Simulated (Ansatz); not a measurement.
**What uniaxial strain ε_yy = +2.74 % does to SnS2**

Consider SnS2 in the CdI2 type structure (space group P-3m1, No. 164; a = 3.626 Å, c = 5.574 Å; layered, stacked along the Cartesian z axis). Axes: x lies along a and z along c of the hexagonal cell.

It is then changed as follows: uniaxial strain ε_yy = +2.74 %, all other strain components held at zero, atoms relaxed at fixed cell.

All numbers come from PBEsol-D3(BJ) in Ansatz (plane waves to 420 eV, PAW, no spin-orbit coupling), earlier PAW set. k-mesh 11×11×6 (Γ-centred); smearing 0.05 eV (Fermi–Dirac).

```tsv
quantity	base	changed	shift
volume per atom	21.15 Å³	21.73 Å³	+0.58 Å³
space group	P-3m1 (No. 164)	C2/m (No. 12)	–
shortest interatomic distance	2.560 Å	2.564 Å	+0.004 Å
energy relative to the base (free energy F)	0 meV/atom	+6.5 meV/atom	+6.5 meV/atom
band gap (an upper bound: an edge found on the path is not a true extremum; the changed cell)	0.96 eV	0.85 eV	-0.11 eV
largest internal atomic displacement	–	0.016 Å	–
stress (xx, yy, zz, yz, xz, xy; compression positive)	–	(-0.92, -3.47, -0.54, -0.04, 0.00, 0.00) GPa	–
```

Semilocal Kohn–Sham gaps tend to fall short of experiment. Stability against distortions was not tested.

Ansatz is a program for electronic structure.
